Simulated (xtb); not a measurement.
xtb 6.7.1, GFN1-xTB: Ti(F)3(OH)(OH2) ([OH][Ti](<-[OH2])([F])([F])[F]), 9 atoms. The geometry is a generated start, not checked to be a minimum at this level.

```json
{
  "method": "GFN1-xTB",
  "--acc": "1 (default)",
  "--etemp (K)": "300 (default)",
  "detailed input (--input)": "none: ANC optimiser, Lindh (1995) Hessian, microcycle=20, maxdispl=1.0, hlow=0.01 (default)",
  "basis_functions": "36",
  "valence_electrons": "40"
}
```

```xyz
9

Ti     0.2838     0.0710    -0.3822
F      1.1627    -1.2691     0.2534
F     -1.1603    -0.1611    -1.2978
F      0.1720     1.3959     0.7405
O      1.3548     0.6427    -1.5471
H      2.0301     0.8178    -2.2023
O     -1.1595    -0.7279     1.2021
H     -1.9584    -0.1820     1.1781
H     -0.7252    -0.5873     2.0553
```

Charge 0 and multiplicity 1 are set for this test and not shown to be the ground state.

The structure is relaxed from this start with --opt LEVEL for the levels crude, sloppy, loose, lax, normal, tight, vtight, extreme, once each. Up to the end of the extreme run atoms move by at most 0.61 Å along an axis.

**Question.** Which level is enough to come within 1 meV of the tightest end point?

**Answer.** normal: 33 cycles against 39, ending 0.078 meV above.

```
level    cycles  energy above the extreme run (meV)  gradient norm (eV/Å)
-------  ------  ----------------------------------  --------------------
crude         4                                  18                  0.20
sloppy        4                                  18                  0.20
loose         6                                  16                  0.14
lax           7                                  16                 0.078
normal       33                               0.078                 0.048
tight        35                               0.018                 0.013
vtight       38                          under 0.01                0.0031
extreme      39                                   —                0.0023
```
